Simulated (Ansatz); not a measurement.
**ZnS: response to strain**

The reference is ZnS in the zinc blende structure (space group F-43m, No. 216; a = 5.389 Å). Axes: x, y, z lie along the cube axes.

Strains are applied to the cell and any free atomic positions relax; under biaxial strain the out-of-plane vector relaxes too; under stress the whole cell relaxes.

The values are results of r2SCAN (Ansatz, a first-principles code; PAW; 500 eV plane waves; no spin-orbit coupling), not measurements.

Candidates:
(a) isotropic strain +1.88 %
(b) uniaxial stress, 1 GPa compression along z
(c) biaxial strain −1.25 %, plane normal [001], relaxed out of plane
(d) uniaxial strain ε_yy = +0.56 %

Notes on the quantities. energy relative to the base: free energy F.

Problem. Order them by energy relative to the base, highest first.

Solution. (a) isotropic strain +1.88 % (+14 meV/atom), (c) biaxial strain −1.25 %, plane normal [001], relaxed out of plane (+1.9 meV/atom), (b) uniaxial stress, 1 GPa compression along z (+1.1 meV/atom), (d) uniaxial strain ε_yy = +0.56 % (+0.2 meV/atom)

Stability under load was not tested beyond the relaxation.
